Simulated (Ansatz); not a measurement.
# Worked example: self-consistent single point of SrBi2Pd2 (P2_1/m, 10 atoms in the cell) in Ansatz

Method: PBEsol, default PAW files made with PBE (plane waves; Ansatz, an electronic-structure program).

This input was run:

Ansatz 0.2 input:
```yaml
crystal:
  lattice:
    - [4.926220, 0.000000, 0.000000]
    - [0.000000, 4.816890, 0.000000]
    - [-0.333100, 0.000000, 10.801765]
  atoms:
    - { symbol: Sr, position: [0.259420, 0.750000, 0.762820] }
    - { symbol: Sr, position: [0.740580, 0.250000, 0.237180] }
    - { symbol: Bi, position: [0.209300, 0.750000, 0.120020] }
    - { symbol: Bi, position: [0.790700, 0.250000, 0.879980] }
    - { symbol: Bi, position: [0.250530, 0.250000, 0.503260] }
    - { symbol: Bi, position: [0.749470, 0.750000, 0.496740] }
    - { symbol: Pd, position: [0.243510, 0.750000, 0.370890] }
    - { symbol: Pd, position: [0.756490, 0.250000, 0.629110] }
    - { symbol: Pd, position: [0.690060, 0.750000, 0.999460] }
    - { symbol: Pd, position: [0.309940, 0.250000, 0.000540] }
basis:
  ecutwfc: 420.0
kpoints:
  mp_grid: { grid: [5, 5, 2] }
hamiltonian:
  xc: pbesol
  pseudopotentials: { kind: paw }
scf:
  occupations: { method: gaussian, width: 0.05 }
output:
  forces: true
  eigenvalues: true
  stress: true
```

Output, abridged:

```
WARN ansatz: RAYON_NUM_THREADS=1 ignored (pool sized by the plan → 1); use --threads N
Pseudopotentials: kind: paw
Pseudopotential: Sr, paw, valence charge 10
Pseudopotential: Bi, paw, valence charge 15
Pseudopotential: Pd, paw, valence charge 18
Crystal: 10 atoms, lattice volume = 256.316 Å³
Basis set: ecut = 420 eV, 4981 PW (Γ), exchange–correlation on 72×72×150 points (8 copies of the dense FFT grid, shifted against one another)
Bands: 92, of which v1, the nominal top of the filled ones, is band 76 counted from 1 (75 counted from 0)
Symmetry: 4 space group operations
Space group: P21/m (ITA 11), of the structure as read, at distance tolerance 6.4e-5 Å
k-points: 18 of 50
PAW frozen core: Sr, regenerated for the run's functional, and the local potential with it
PAW frozen core: Bi, regenerated for the run's functional, and the local potential with it
PAW frozen core: Pd, regenerated for the run's functional, and the local potential with it
Initial density: superposition of atomic densities (neutral atoms: chi_scale 0, normalization atom), corrected by the library's trained network
Initial wavefunctions: pseudopotential atomic-orbital guess
Eigensolver: davidson
Functional: x = pbesol(κ = 0.804, μ = 0.12345679012345678), c = pbesol(β = 0.046)
SCF iter   1: F=—  HF=-83585.109617 eV  |F-HF|=—  |Δ(HF+E_count)|=         —  Δρ=6.76e-3  dr2=1.57e-1  ethr=1.77e-3  ⟨swp⟩=8.0  Hψ=7399  notcnv=0  defer=32
all-band conjugate gradients solve this SCF's bands
preconditioner: auto → Resta (q_TF=auto, 2.501 Å⁻¹)
SCF iter   2: F=—  HF=-83585.086992 eV  |F-HF|=—  |Δ(HF+E_count)|=   2.26e-2  Δρ=2.21e-3  dr2=1.88e-2  ethr=1.03e-4  ⟨swp⟩=2.1  Hψ=2415  notcnv=0  defer=133
SCF iter   3: F=—  HF=-83585.084321 eV  |F-HF|=—  |Δ(HF+E_count)|=   2.67e-3  Δρ=5.17e-4  dr2=7.38e-4  ethr=1.24e-5  ⟨swp⟩=2.0  Hψ=1947  notcnv=0  defer=133
SCF iter   4: F=—  HF=-83585.084260 eV  |F-HF|=—  |Δ(HF+E_count)|=   6.14e-5  Δρ=9.14e-5  dr2=4.46e-5  ethr=4.85e-7  ⟨swp⟩=2.0  Hψ=2032  notcnv=0  defer=133
SCF iter   5: F=—  HF=-83585.084197 eV  |F-HF|=—  |Δ(HF+E_count)|=   6.25e-5  Δρ=3.01e-5  dr2=3.92e-6  ethr=2.94e-8  ⟨swp⟩=2.2  Hψ=2354  notcnv=0  defer=133
SCF iter   6: F=—  HF=-83585.084197 eV  |F-HF|=—  |Δ(HF+E_count)|=   2.93e-7  Δρ=8.69e-6  dr2=5.93e-7  ethr=2.58e-9  ⟨swp⟩=2.0  Hψ=2355  notcnv=0  defer=133
SCF iter   7: F=-83585.084197 eV  HF=-83585.084197 eV  |F-HF|=1.48e-8  |Δ(HF+E_count)|=   7.87e-9  Δρ=2.88e-6  dr2=2.72e-8  ethr=6.58e-11  ⟨swp⟩=11.4  Hψ=8545  notcnv=0
SCF 1 converged in 7 iterations: F = -83585.084197 eV  dr2 = 2.72e-8
SCF converged after 7 iterations
Free energy (F): -83585.084197 eV
Harris-Foulkes:  -83585.084197 eV  (|F-HF|=1.48e-8)
Internal energy: -83585.078365 eV  (E = F + TS)
E sigma→0 (E₀):  -83585.081281 eV
Entropy (-TS):   -0.005832 eV (-0.583 meV/atom)
Fermi energy:    12.312018 eV
--- Per-component energies (eV) ---
  E_band       = -1493.430683
  E_kinetic    = 3764.932493
  E_local      = -18526.187130  (includes V_loc(G=0)·N_el)
  E_nonlocal   = 3533.226808
  E_hartree    = 7020.989321
  E_xc         = -1613.563986
  E_vxc        = -1743.055074  (∫ρ·V_xc dr)
  E_paw        = -62075.922349  (= ΣΔE_a)
  E_vpaw       = -2564.327314  (= ΣTr[D̂ρ^β])
  E_aug_tail   = -0.001030  (compensation charges beyond the density's cutoff)
  E_ewald      = -15690.390293
  E_core_change = 1.837800  (= ΣΔE_core)
  E_smearing   = -0.005832  (= −TS)
  E_closure    = 0.000000  (closes the sum)
  Σ components = -83585.084197   (vs F -83585.084197, Δ=0.00e0)
--- Forces (eV/Å), atoms counted from 1 ---
  atom   1  Sr    -0.00002893    -0.00000000     0.03002470
  atom   2  Sr     0.00002893     0.00000000    -0.03002470
  atom   3  Bi    -0.07365423    -0.00000000    -0.04509236
  atom   4  Bi     0.07365423     0.00000000     0.04509236
  atom   5  Bi    -0.02428368    -0.00000000    -0.04196163
  atom   6  Bi     0.02428368     0.00000000     0.04196163
  atom   7  Pd    -0.00663407    -0.00000000     0.06170568
  atom   8  Pd     0.00663407     0.00000000    -0.06170568
  atom   9  Pd    -0.01970571     0.00000000     0.00175362
  atom  10  Pd     0.01970571    -0.00000000    -0.00175362
  max |Σ_I F_I| component: 1.39e-17 eV/Å
--- Stress (GPa, compression-positive) ---
       -1.916154       0.000000      -0.297964
        0.000000      -2.219085       0.000000
       -0.297964       0.000000      -1.927514
  P = ⅓ Tr σ = -2.0209 GPa (-20.209 kbar)
  The stress holds the Pulay correction. Without it, at fixed plane waves, as pw.x and ABINIT print it: P = -2.0512 GPa
--- Band table (eV; the first three rows and the last of 18) ---
  k-point 0: bands = ["-71.9078", "-71.9078", "-71.7940", "-71.7896", "-37.7252", "-37.7248", "-37.6685", "-37.6683", "-37.6654", "-37.6652", "-37.6234", "-37.6050", "-37.6014", "-37.5582", "-37.5119", "-37.5116", "-23.2542", "-23.2540", "-10.3997", [...]
  k-point 1: bands = ["-71.9078", "-71.9078", "-71.7940", "-71.7896", "-37.7252", "-37.7248", "-37.6685", "-37.6683", "-37.6654", "-37.6652", "-37.6234", "-37.6050", "-37.6014", "-37.5582", "-37.5119", "-37.5116", "-23.2542", "-23.2541", "-10.3997", [...]
  k-point 2: bands = ["-71.9078", "-71.9078", "-71.7936", "-71.7900", "-37.7251", "-37.7248", "-37.6685", "-37.6683", "-37.6655", "-37.6653", "-37.6230", "-37.6125", "-37.5917", "-37.5612", "-37.5117", "-37.5114", "-23.2538", "-23.2537", "-10.3749", [...]
  k-point 17: bands = ["-71.9078", "-71.9078", "-71.7925", "-71.7911", "-37.7249", "-37.7248", "-37.6686", "-37.6685", "-37.6655", "-37.6655", "-37.6223", "-37.6199", "-37.5788", "-37.5687", "-37.5112", "-37.5109", "-23.2527", "-23.2527", [...]
```

The run converged in 7 iterations.

The starting cell comes from a database of computed structures (which also holds hypothetical and non-ambient phases and stackings), without a prior relaxation at this level. Spin-orbit coupling is off. Spin polarisation is off. Ansatz's pressure includes its estimate of the finite-basis (Pulay) stress.
